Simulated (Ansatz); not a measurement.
Ga2O3: energy against strain

Ga2O3 (corundum, R-3c, 9.707 Å³/atom at rest, c along z) under an equal strain ε in the (0001) plane with the normal axis free, as in a coherent film. PBEsol in Ansatz, a plane-wave DFT program (PAW, default set), 420 eV, 8×8×8 Γ-centred mesh, Fermi-Dirac smearing 0.05 eV; ions are relaxed within the symmetry of each cell.

Here s stands for strain and y for E less E0.

| strain (%) | E less E0 (meV/atom) |
|---|---|
| -3.00 | ? |
| -1.50 | 6.47 |
| -0.75 | 1.61 |
| 0.00 | 0.00 |
| 0.75 | 1.56 |
| 1.50 | 6.12 |

Taking a parabola for y over the 5 complete rows: Least squares gives y = 0.008 - 0.1000·s + 2.7949·s². Residuals (row less fit): 0.023, -0.045, -0.008, 0.055, -0.027; standard error 0.056 (degrees of freedom: 2). Twice the quadratic coefficient over the volume, 2 × 2.7949 meV × 10⁴ × 0.1602 / 9.707 Å³, is twice the biaxial elastic modulus of this plane = 923 ± 9 GPa.

### Question
What does the fit predict for y at s = -3.00, and how far is the calculated value from it?

### Answer
y = 0.008 - 0.1000 × (-3.00) + 2.7949 × (-3.00)² = 25.462 meV/atom. The calculation gives 26.48 meV/atom, 1.018 meV/atom above the prediction (3.8 % of the range of y in the table). The row lies outside the fitted rows, so this is an extrapolation. From the scatter of the fitted rows alone, a prediction at this place has a standard error of 0.231 meV/atom, so the miss is 4.4 times that.

One order more, fitted to all 9 runs of the series, follows each within 0.01, so the miss is the next term of a smooth law. Ga2O3 is here the metastable α form; monoclinic β is stable. Rows are the converged runs of the series near zero and its far end; series whose fitted rows scatter by over a few per cent of the range, as at a crossing or softening among them, aren't shown in this form. Most that stay on the fit to the last digits aren't either.
